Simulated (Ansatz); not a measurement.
Pressure series in TiO2

The parent structure is TiO2 in the anatase structure (space group I4_1/amd, No. 141; a = 3.799 Å, c = 9.701 Å).

Cell and atoms are relaxed at each pressure.

All numbers come from Ansatz (a first-principles code) PBE, no spin-orbit coupling.

Candidates:
(a) pressure 2.1 GPa
(b) pressure 15 GPa
(c) pressure −2 GPa
(d) pressure −1 GPa
(e) pressure 0.9 GPa

For the base:

c/a ratio: 2.554

**Question.** Order them by c/a ratio, lowest first.

**Answer.** (b) pressure 15 GPa (2.430), (a) pressure 2.1 GPa (2.538), (e) pressure 0.9 GPa (2.547), (d) pressure −1 GPa (2.561), (c) pressure −2 GPa (2.567)

Load acts through the strain it causes; cell and atoms are relaxed under it. No phonon test of stability was made. Competing high-pressure phases were not computed. The final runs are not spin-polarised.
